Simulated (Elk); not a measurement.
How a calculation on CdPbS2 (P4/mmm, 4 atoms in the cell) responds to its settings

```xyz
4
Lattice="4.0916 0.0000 0.0000 0.0000 4.0916 0.0000 0.0000 0.0000 5.7944" Properties=species:S:1:pos:R:3 pbc="T T T"
Cd     0.0000     0.0000     0.0000
Pb     2.0458     2.0458     2.8972
S      0.0000     0.0000     2.8972
S      2.0458     2.0458     0.0000
```

Base run A: PBEsol, all-electron FP-LAPW, Elk's shipped species files, default APW+lo basis in Elk, self-consistent single point.

Its settings: xctype = 22; stype = 0; swidth = 0.00734986 Ha; ngridk = 4 4 3; maxscl = 100.

The starting cell comes from a database of computed structures (which also holds hypothetical and non-ambient phases and stackings), without a prior relaxation at this level. Values depend on the basis (sphere radii, cutoffs, local orbitals), which need not be converged. The run gives no clean gap (levels at the Fermi energy touch, overlap or are partly filled at this smearing), which alone does not show that the compound is a metal. Without a gap this mesh is coarse (it stands for a supercell whose shortest vector is 16 Å).

ΔE is the total energy (no entropy term) per atom less that of run A. 

```csv
run,"swidth, ngridk",ΔE (meV/atom),k-points,basis size
A,"0.00734986 Ha, 4 4 3",0.00,12,310
B,"0.00110248 Ha, 2 2 2",290.9,6,310
C,"0.00367493 Ha, 2 2 2",290.9,6,310
D,"0.0110248 Ha, 2 2 2",293.8,6,310
E,"0.00110248 Ha, 3 3 2",56.6,6,308
F,"0.00367493 Ha, 3 3 2",56.5,6,308
G,"0.0110248 Ha, 3 3 2",56.9,6,308
H,"0.00110248 Ha, 4 4 3",-0.01,12,310
I,"0.00367493 Ha, 4 4 3",-0.02,12,310
J,"0.0110248 Ha, 4 4 3",0.36,12,310
K,"0.00110248 Ha, 5 5 3",4.1,12,307
L,"0.00367493 Ha, 5 5 3",4.2,12,307
M,"0.0110248 Ha, 5 5 3",5.3,12,307
```

Run M against A: The total energy goes up by 5.3 meV/atom.

Run F against A: The total energy rises by 56.5 meV/atom.

Run L against A: The total energy goes up by 4.2 meV/atom.
